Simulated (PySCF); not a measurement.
PySCF 2.14.0, BP86/def2-svpd, df: Ge(I)2 ([I][Ge][I]), 3 atoms. The geometry is a generated start, not checked to be a minimum at this level.

```json
{
  "task": "energy",
  "method": "bp86",
  "basis": "def2-svpd",
  "two_electron_scheme": "density fitting",
  "mol.max_memory": "3000 MB",
  "mf.max_cycle": "100",
  "mf.conv_tol": "1e-09 (default)",
  "mf.grids.level": "3 (default)",
  "effective_core_potentials": "those of the basis set, past Kr",
  "basis_functions": "108",
  "grid_points": "64560"
}
```

```xyz
3

Ge     0.0342     0.0166     1.0757
I      1.0145    -1.7194    -0.5428
I     -1.0487     1.7028    -0.5329
```

With the defaults (mf.DIIS = CDIIS, mf.diis = true, mf.init_guess = minao, mf.level_shift = 0, mf.diis_space = 8, mf.damp = 0, mf.diis_start_cycle = 1) it converges in 15 Fock builds. One run each on 2 threads, 1 BLAS thread, with these changes:
- mf.damp = 0.7, mf.diis_start_cycle = 8
- mf.DIIS = EDIIS
- mf.init_guess = huckel
- mf.level_shift = 0.3 Hartree
- mf.DIIS = ADIIS
- mf.init_guess = 1e
- mf.diis = false
- mf.level_shift = 1 Hartree
- mf.diis_space = 20

Q: Which of these changes keep the SCF from converging, or lead it to another solution?

A: No convergence: mf.DIIS = EDIIS; mf.diis = false (the run ends without SCF convergence in 100 cycles). The rest reach the solution of the defaults.

```json
[
 {"setting": "the defaults", "Fock builds": "15", "end": "same solution"},
 {"setting": "mf.diis_space = 20", "Fock builds": "15", "end": "same solution"},
 {"setting": "mf.init_guess = huckel", "Fock builds": "16", "end": "same solution"},
 {"setting": "mf.damp = 0.7, mf.diis_start_cycle = 8", "Fock builds": "17", "end": "same solution"},
 {"setting": "mf.init_guess = 1e", "Fock builds": "18", "end": "same solution"},
 {"setting": "mf.DIIS = ADIIS", "Fock builds": "23", "end": "same solution"},
 {"setting": "mf.level_shift = 0.3 Hartree", "Fock builds": "27", "end": "same solution"},
 {"setting": "mf.level_shift = 1 Hartree", "Fock builds": "66", "end": "same solution"},
 {"setting": "mf.DIIS = EDIIS", "Fock builds": "101", "end": "no convergence"},
 {"setting": "mf.diis = false", "Fock builds": "101", "end": "no convergence"}
]
```
